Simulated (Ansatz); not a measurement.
# How far PBE and r2SCAN part for HfO2, pressure 1.8 GPa

The parent structure is HfO$_{2}$ (space group Pca2_1, No. 29; a = 5.294 Å, b = 5.069 Å, c = 5.101 Å).

(Cell as relaxed with PBE.)

Levels (all Ansatz, a first-principles code, PAW): PBE (420 eV, no SOC); r2SCAN (500 eV, scalar-relativistic without spin-orbit coupling).

Each level relaxes its own structure.

```
base                  PBE    r2SCAN
---------------  --------  --------
volume per atom  11.41 Å³  11.13 Å³
band gap          4.39 eV   4.97 eV
```

It is then changed as follows: cell and atoms relaxed at a pressure of 1.8 GPa.

```tsv
quantity	PBE	r2SCAN
band gap	4.40 eV	4.99 eV
valence-band top at Γ (three highest levels, from the VBM)	0.00, -0.07, -0.18 eV	0.00, -0.05, -0.18 eV
gap character	indirect, Γ → k = (0.200, 0.400, 0.400) in the run's primitive reciprocal basis	indirect, Γ → k = (0.200, 0.400, 0.400) in the run's primitive reciprocal basis
smallest direct gap	4.60 eV	5.18 eV
volume per atom	11.31 Å³	11.04 Å³
```

PBE's band gap lies 0.59 eV below r2SCAN's; PBE's smallest direct gap lies 0.58 eV below r2SCAN's; PBE's volume per atom lies 0.27 Å³ above r2SCAN's (2.4 %); the two agree on the gap character. Neither level is exact; r2SCAN is the comparison here, not a measurement.

With Hf present, leaving out spin-orbit coupling can change the band edges. Load acts through the strain it causes; cell and atoms are relaxed under it. Stability against distortions was not tested. This is not the structure that HfO2 has at room temperature and ambient pressure.
